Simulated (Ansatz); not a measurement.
Consider NbSi2 (space group P6_222, No. 180; a = 4.810 Å, c = 6.618 Å).

(Cell as relaxed with PBE.)

Levels (all Ansatz, a program for electronic structure, PAW): PBE (420 eV, spin-orbit coupling left out); PBEsol (420 eV, no spin-orbit coupling).

Each level relaxes its own structure.

```csv
base,PBE,PBEsol
volume per atom,14.74 Å³,14.38 Å³
lattice parameter a,9.090 bohr,9.009 bohr
band gap,zero,zero
```

One thing is altered: Ta takes the place of Nb on all its sites, then cell and atoms are relaxed.

| quantity | PBE | PBEsol |
|---|---|---|
| volume per atom | 14.66 Å³ | 14.30 Å³ |
| c/a ratio | 1.375 | 1.379 |

PBE's volume per atom lies 0.36 Å³ above PBEsol's (2.5 %); PBE's c/a ratio lies 0.004 below PBEsol's. Neither level is exact; PBEsol is the comparison here, not a measurement.

Whether these cells are dynamically stable was not tested. The final runs are not spin-polarised. An odd electron count without spin: TaSi2 and NbSi2.
